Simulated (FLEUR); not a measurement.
FLEUR run on BeS (F-43m, 2 atoms in the cell): self-consistent single point.

Level of theory: PBE, all-electron FLAPW (FLEUR), scalar-relativistic valence run with FLEUR.

```
BeS
1.0
    0.00000     2.43500     2.43500
    2.43500     0.00000     2.43500
    2.43500     2.43500     0.00000
Be S
1 1
Direct
  0.00000   0.00000   0.00000
  0.25000   0.25000   0.25000
```

Reference input (self-consistent single point, DFT, PBE, all-electron FLAPW (FLEUR), scalar-relativistic valence): Kmax = 4.7 1/bohr; GmaxXC = 14.1 1/bohr; xcFunctional = pbe; jspins = 1; l_soc = F; mode = hist; fermiSmearingEnergy = 0.00073499 Htr; mesh (inpgen div1-3) = 12 12 12; inpgen gamma flag = true; Gmax = 14.1 1/bohr; numbands = 0; maxIterBroyd = 15. This run's input differs from it in these lines:

```diff
@@ -14,3 +14,3 @@
 &comp jspins=1 /
-&kpt div1=12 div2=12 div3=12 gamma=t /
+&kpt div1=4 div2=4 div3=4 gamma=t /
 &end /
```

Output (repeated stretches shortened):

```
 Iteration:     1   Distance:       8.75628148 me/bohr^3
 Iteration:     2   Distance:       8.22388351 me/bohr^3
 Iteration:     3   Distance:       2.32941335 me/bohr^3
 Iteration:     4   Distance:       0.97598117 me/bohr^3
 Iteration:     5   Distance:       0.47908546 me/bohr^3
   [... 4 lines left out ...]
 Iteration:    10   Distance:       0.00130260 me/bohr^3
 Iteration:    11   Distance:       0.00072152 me/bohr^3
 Iteration:    12   Distance:       0.00016762 me/bohr^3
 Iteration:    13   Distance:       0.00000627 me/bohr^3
 Run finished successfully
 Stop message:
   Structural relaxation: Done

[file out, last iteration]
             iter=     14
[...]
          total density-effective poten   -6.4506779713E+02
          total charge density-energy d   -2.8580010710E+01
 Updated energy parameters for spin:           1
[...]
 fermi energy and band-weighting factors:

[...]
FERMIE:
          first approx. to ef    (T=0)  :   0.176000 htr   (energy of the highest occ. eigenvalue)
          number of occ. states  (T=0)  :         32
          first approx. to seigv (T=0)  :  -0.093379 htr
          sum of weights of occ. states :   4.000000
          sum of semicore charge        :   0.000000 e
FERHIS:  Fermi-Energy by histogram:
          bandgap                     :   0.115081 htr
   [... lines left out ...]
          charge neutrality (T=0)     :   0.000000    (zero if the highest occ. eigenvalue is "entirely" occupied)
 Direct bandgap for spin            1 :   0.20754178521390029       Htr
 ---->    free energy=                      -414.0439122323 htr
   [... lines left out ...]
      extrapolation for T->0
 ---->    total electron energy=            -414.0439122323 htr
 ***** TOTAL FORCES ON ATOMS *****
 TOTAL FORCE FOR ATOM TYPE=  1  X=  0.000   Y=  0.000   Z=  0.000
                       FX_TOT= 0.000000 FY_TOT= 0.000000 FZ_TOT= 0.000000
 TOTAL FORCE FOR ATOM TYPE=  2  X=  2.301   Y=  2.301   Z=  2.301
                       FX_TOT= 0.000000 FY_TOT= 0.000000 FZ_TOT= 0.000000
 Structural relaxation: Done
```

The run converged in 13 iterations. FLEUR gives forces in its relaxation mode, with a further iteration, so its stop message speaks of a relaxation. Against the reference run the free energy goes up by 24.7 meV/atom and the gap on the mesh goes from 3.144 to 3.132 eV.

The starting cell has typed, rounded lattice constants, without a prior relaxation at this level. Values depend on the basis (sphere radii, cutoffs, local orbitals), which need not be converged.
